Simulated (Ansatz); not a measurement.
Results of PBE (plane waves, PAW; Ansatz, a first-principles code) for AlB2-type MgB2.

Run with plane-wave cutoff 520 eV, 24×24×16 k mesh (along the axes of the cell as run), Fermi–Dirac smearing 0.05 eV, scalar-relativistic PAW data made under PBE.

Computed points:

```tsv
V (Å³/atom)	E − E_lowest (meV/atom)	P (GPa)
9.236	7.34	6.30
9.428	1.78	3.01
9.620	0.00	0.00
9.813	1.67	-2.73
10.005	6.47	-5.23
```

Question: Estimate the bulk modulus from the pressures at 9.428 and 9.813 Å³/atom, and compare it with a fit to all energies.

Answer: B = −V dP/dV. Between V = 9.428 and 9.813 Å³/atom, dP/dV = (-2.73 − (3.01))/(9.813 − 9.428) = -14.9 GPa per Å³/atom; at the midpoint 9.620 Å³/atom this gives B ≈ 143 GPa. The third-order Birch–Murnaghan fit gives V0 = 9.621 Å³/atom, B0 = 143 GPa, B′ = 3.7, which lies within 1 % of that estimate.

Shape and atoms are relaxed at each volume.

Measured, for comparison: bulk modulus 151 ± 5 GPa (room temperature, no zero-point or thermal correction, B' fixed at 4, our sources range from 147 to 151; as tabulated in Vogt et al. (2001), arXiv:cond-mat/0102480). Computed (rounded) less measured: bulk modulus -5 % (-3 % to -5 % over the range).

Note: the bulk modulus comes from volumes at which shape and atoms were relaxed.

Static lattice: no zero-point or thermal effects.
